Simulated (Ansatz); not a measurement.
AlV$_{2}$C (space group P6_3/mmc, No. 194)

```cif
data_C2Al2V4
_chemical_formula_sum 'Al2 V4 C2'
_space_group_name_H-M_alt 'P63/mmc'
_space_group_IT_number 194
_space_group_name_Hall '-P 6c 2c'
_cell_length_a 2.90520
_cell_length_b 2.90520
_cell_length_c 13.13458
_cell_angle_alpha 90.000
_cell_angle_beta 90.000
_cell_angle_gamma 120.000
loop_
_atom_site_label
_atom_site_type_symbol
_atom_site_symmetry_multiplicity
_atom_site_Wyckoff_symbol
_atom_site_fract_x
_atom_site_fract_y
_atom_site_fract_z
_atom_site_occupancy
Al1 Al 2 d 0.66667 0.33333 0.25000 1
V1 V 4 f 0.33333 0.66667 0.08521 1
C1 C 2 a 0.00000 0.00000 0.00000 1
```

Computed with PBE (Ansatz, a quantum-chemistry and plane-wave program; PAW; 420 eV plane waves; scalar-relativistic without spin-orbit coupling). k-mesh 18×18×4 (Γ-centred); smearing 0.05 eV (Fermi–Dirac).

The volume per atom is 12.00 Å³, the density is 4.87 g/cm³ and the band gap is zero. The total energy is -1653.845 eV/atom (σ→0; compares only within this code and set-up).

Whether these cells are dynamically stable was not tested. Seeded moments were not kept for the base. All final runs are without spin polarisation.
